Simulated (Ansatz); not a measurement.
The reference is Ge in the diamond structure (space group Fd-3m, No. 227; a = 5.676 Å).

Modification: cell and atoms relaxed at a pressure of 3 GPa.

Levels (all Ansatz, a quantum-chemistry and plane-wave program, PAW): PBEsol (420 eV, no spin-orbit coupling); HSE06+SOC (420 eV, with spin-orbit coupling).

The geometry is relaxed with PBEsol.

| Property | Value |
|---|---|
| PBEsol valence-band top at Γ | 0.00, 0.00, 0.00 eV |
| PBEsol lowest conduction level above the VBM at special points | L 0.21 eV; Γ 0.27 eV; X 0.62 eV |

Problem. Predict the valence-band top at Γ and lowest conduction level above the VBM at special points from HSE06+SOC.

Solution. The valence-band top at Γ (three highest Kramers pairs, from the VBM) becomes 0.00, 0.00, -0.32 eV (PBEsol: 0.00, 0.00, 0.00 eV); the lowest conduction level above the VBM at special points changes from L 0.21 eV; Γ 0.27 eV; X 0.62 eV to L 0.82 eV; Γ 1.09 eV; X 1.12 eV. The threefold valence maximum splits by Δso ≈ 0.32 eV.

Single points use the geometry relaxed with PBEsol. HSE06 gaps are upper bounds (no full band path). The spin-orbit shifts are approximate. The levels and masses belong to the bands next to the band gap. Load acts through the strain it causes; cell and atoms are relaxed under it. No phonon test of stability was made. Tetrahedral semiconductors of this kind turn to denser phases somewhere between about 1 and 50 GPa; those were not computed, so compressed cells here can lie past the real transition.
